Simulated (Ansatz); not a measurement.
Consider GaAs in the zinc blende structure (space group F-43m, No. 216; a = 5.659 Å).

Calculations: Ansatz (a quantum-chemistry and plane-wave program) PBEsol, without spin-orbit coupling.

For the base:

| Quantity | Value |
|---|---|
| Gap character | direct at Γ |
| Gap between the host's bands | 0.42 eV |

Now apply this change: 0.136 electrons added to each cell, a density of 3.0×10^21 cm⁻³, with a uniform compensating background at fixed cell and a 300 K Fermi–Dirac width.

Q: Estimate the effect on the Fermi level from band edge.

A: The Fermi level relative to the doped band's edge (positive inside the band; to 0.05 eV) comes out as +1.10 eV.

Q: How does this affect the gap character?

A: The gap character is still direct at Γ.

Q: How does this affect the gap between the host's bands?

A: The gap between the host's bands remains 0.42 eV.

Charged cell with a jellium background: band edges are those of the host's band count, energies are not comparable with the neutral cell, and many-body gap narrowing is missing. Whether these cells are dynamically stable was not tested.
